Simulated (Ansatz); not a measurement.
**Ca under a change: isotropic strain −1.00 %**

Base system: Ca in the fcc (Cu type) structure (space group Fm-3m, No. 225; a = 5.4558 Å; relaxed with 0.1 eV smearing).

Perturbation: every lattice vector is shortened by 1.00 %; the atoms relax in the strained cell.

All numbers come from PBEsol (Ansatz, an electronic-structure program, PAW, no spin-orbit coupling). Γ-centred 21×21×21 mesh, Fermi–Dirac width 0.1 eV.

```json
[
 {"quantity": "volume per atom", "base": "40.60 Å³", "changed": "39.39 Å³", "shift": "-1.21 Å³"},
 {"quantity": "space group", "base": "Fm-3m (No. 225)", "changed": "Fm-3m (No. 225)", "shift": "–"},
 {"quantity": "shortest interatomic distance", "base": "385.8 pm", "changed": "381.9 pm", "shift": "-3.9 pm"},
 {"quantity": "energy relative to the base (free energy F)", "base": "0 meV/atom", "changed": "+2.2 meV/atom", "shift": "+2.2 meV/atom"},
 {"quantity": "pressure", "base": "0.0 GPa", "changed": "0.6 GPa", "shift": "+0.6 GPa"},
 {"quantity": "band gap", "base": "zero", "changed": "zero", "shift": "–"}
]
```

Final structure:

```
Ca
1.0
    0.00000     2.70062     2.70062
    2.70062     0.00000     2.70062
    2.70062     2.70062     0.00000
Ca
1
Direct
  0.00000   0.00000   0.00000
```

Whether these cells are dynamically stable was not tested.
